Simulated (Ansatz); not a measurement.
The reference is Ta₂O₅ (space group Pmmm, No. 47; a = 3.670 Å, b = 3.859 Å, c = 6.433 Å; a cell from a computed database, its experimental status unchecked). Axes: x, y, z lie along a, b, c of the conventional cell.

Now apply this change: uniaxial strain ε_zz = +1.25 %, all other strain components held at zero, atoms relaxed at fixed cell.

Levels (all Ansatz, a quantum-chemistry and plane-wave program, PAW): PBEsol (420 eV, without spin-orbit coupling); r2SCAN (500 eV, scalar-relativistic without spin-orbit coupling).

The geometry is relaxed with PBEsol.

- PBEsol lowest conduction level above the VBM at special points: X 0.34 eV; U 0.38 eV; Γ 0.44 eV; S 0.58 eV
- PBEsol smallest direct gap: 0.58 eV
- PBEsol width of the top valence band: 1.58 eV

With r2SCAN at the same geometry, the lowest conduction level above the VBM at special points changes from X 0.34 eV; U 0.38 eV; Γ 0.44 eV; S 0.58 eV to X 0.66 eV; U 0.70 eV; Γ 0.84 eV; S 0.96 eV; the smallest direct gap rises by 0.38 eV, from 0.58 eV to 0.96 eV; the width of the top valence band hardly moves (1.58 eV against 1.57 eV).

Single points use the geometry relaxed with PBEsol. With Ta present, leaving out spin-orbit coupling can change the band edges. Stability against distortions was not tested.
